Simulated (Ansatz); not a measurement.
Adsorption energy and surface dipole of F on the 1x1 (110) surface of bcc W, one in a 2x1 cell, started at the site 'hollow W-W-W', worked from the runs' numbers; total energies count from the potentials' own zero.

The numbers are results of PBE (plane waves to 420 eV, PAW; Ansatz, a program for electronic structure), not measurements.

Set-up: 9 atoms, 6.6 Å thick at the start under the adsorbate (thin: gaps and levels are the slab's own); mesh 6x12x1; 0.1 eV smearing; dipole correction on; 4 atoms held, the rest relaxed; no symmetry held; no spin, no spin-orbit, no U, no dispersion correction. At the end it is bonded to 2 W. In PBE it is, or lies within 0.03 eV of, the lowest of the starts that converged.

| quantity | value |
|---|---|
| slab with the adsorbate | -83882.115 eV |
| clean slab, same cell and mesh | -83072.749 eV |
| reference, ½ F2(g) | -805.593 eV |
| area of the cell | 14.34 Å² |
| change of the step from the bottom to the top vacuum level | 0.547 eV |

Task: What is the adsorption energy against this reference?

Result: E(slab + adsorbate) − E(slab) − E(reference) = -3.77 eV, so in this state the adsorbate is more stable than in the reference, at a coverage of 6.97 a nm².

Task: What dipole does adsorption add to the slab along the outward normal (Helmholtz relation, ε₀ = 0.005526 e/(V·Å))?

Result: p = −ε₀·A·ΔV = -0.043 e·Å = -0.21 D; its negative end points to the vacuum, which raises the vacuum level.
